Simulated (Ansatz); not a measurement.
Y under a change: x(Sc) = 0.5, 8 atoms, Pm

Take Y in the hcp (Mg type) structure (space group P6_3/mmc, No. 194; a = 3.683 Å, c = 5.698 Å) as the base.

The other end (x = 1) is Sc in the hcp (Mg type) structure (space group P6_3/mmc, No. 194): 24.92 Å³/atom, gap zero.

It is then changed as follows: Sc replaces 50.0 % of the Y, ordered in a cell of 8 atoms (starting symmetry Pm) and fully relaxed.

Computed with Ansatz (an electronic-structure program) r2SCAN, no spin-orbit coupling. Settings: 6×13×6 k-points, 0.05 eV Fermi–Dirac smearing, for the changed cell.

The volume per atom falls by 4.46 Å³ (33.46 Å³ → 29.00 Å³) and the density falls by 0.58 g/cm³ to 3.83 g/cm³. The band gap is still zero and the mixing energy is +0.03 eV/atom (to 0.01 eV only: unlike meshes or grids). The deviation of the volume from the linear (Vegard-type) interpolation is -0.6 %.

Final structure:

```yaml
crystal:
  lattice:
    - [8.13916, 0.00000, 0.00000]
    - [0.00000, 3.51493, 0.00000]
    - [-0.84437, 0.00000, 8.11083]
  atoms:
    - { symbol: Sc, position: [0.44805, 0.00000, 0.78311] }
    - { symbol: Y, position: [0.21657, 0.50000, 0.03440] }
    - { symbol: Y, position: [0.96888, 0.00000, 0.29959] }
    - { symbol: Y, position: [0.70576, 0.50000, 0.54210] }
    - { symbol: Y, position: [0.77836, 0.50000, 0.95736] }
    - { symbol: Sc, position: [0.53524, 0.00000, 0.21241] }
    - { symbol: Sc, position: [0.29820, 0.50000, 0.46646] }
    - { symbol: Sc, position: [0.04895, 0.00000, 0.70458] }
```

These are small ordered cells, not random alloys; other orderings at the same x differ. Whether these cells are dynamically stable was not tested. The final runs are not spin-polarised. YSc has a high density of states at the Fermi level and may be magnetic at this level.
